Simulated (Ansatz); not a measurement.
O on the P site in zinc-blende BP (start: the P site; 64-site cell, 2×2×2 shifted sampling). Computed with PBE, PAW (plane waves to 420 eV; Ansatz, a program for electronic structure). Total energies of the localised charge states, counted from that of charge +1, and their image corrections (point charge with alignment); the host's valence-band maximum lies at 9.171 eV on the cells' energy zero and its gap is 1.25 eV.

```csv
charge,moment (μB),E − E(first) (eV),correction (eV)
+1,not spin-polarised,0.000,0.018
0,1.0,9.618,0.000
```

Derive the transition levels above the valence-band maximum and say which of them are thermodynamic.

A level is the Fermi energy at which two charges have equal formation energy: ε(q/q′) = [E(q′) + corr(q′) − E(q) − corr(q)] / (q − q′) − E_VBM.
ε(+1/0) = [(9.618 + 0.000) − (0.000 + 0.018)] / 1 − 9.171 = 0.43 eV
Thermodynamic levels at least 0.1 eV inside the gap: (+1/0) at 0.43 eV. They hold to tenths of an eV in this cell. Only the charges listed were compared. Charge −1 has its level within 0.1 eV of a band edge or past it. Flagged in the runs: a strain field that reaches the edge of the cell.
